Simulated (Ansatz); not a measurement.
# TiO2 (I4₁/amd, No. 141, 6 atoms in the cell; start mp-34688; metastable phase): bulk modulus by level of theory

No measured value is used here.

```csv
level (code),value (GPa),cell (Å³/atom)
LDA (Ansatz),191,11.02
PBE (Ansatz),[?],11.67
r²SCAN (Ansatz),190,11.40
```

Task: Some entries are withheld; supply them.

Result: 
- PBE (Ansatz, a first-principles code), value (GPa): 173

LDA, PBE, r²SCAN: the bulk modulus is −V dP/dV from two relaxed cells at ±2 % in volume. LDA, PBE, r²SCAN: the relaxation could not lower the start's symmetry, so the cell can be a saddle point above a distorted one. Each level is taken at its own relaxed cell. Cutoffs differ between the levels. Ansatz's density-functional and Hartree–Fock values are scalar-relativistic unless marked +SOC, with PAW data made under PBE.

A start named mp-… is a Materials Project structure, which need not be a measured phase.
